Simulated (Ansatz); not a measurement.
Take Cs in the bcc (W type) structure (space group Im-3m, No. 229; a = 6.007 Å; relaxed with 0.1 eV smearing) as the base. Axes: x, y, z lie along the cube axes.

The values are results of plane-wave PAW DFT at the PBEsol level (Ansatz, a program for electronic structure, 420 eV), without spin-orbit coupling, not measurements.

Before the change:

The volume per atom is 108.39 Å³.

Modification: biaxial strain −0.83 %, plane normal [111], relaxed out of plane (Cartesian); in-plane vectors clamped, the third vector and the atoms free.

Q: Predict the new volume per atom.

A: The volume per atom drops by 1.35 Å³, from 108.39 Å³ to 107.04 Å³.

Stability against distortions was not tested. The final runs are not spin-polarised.
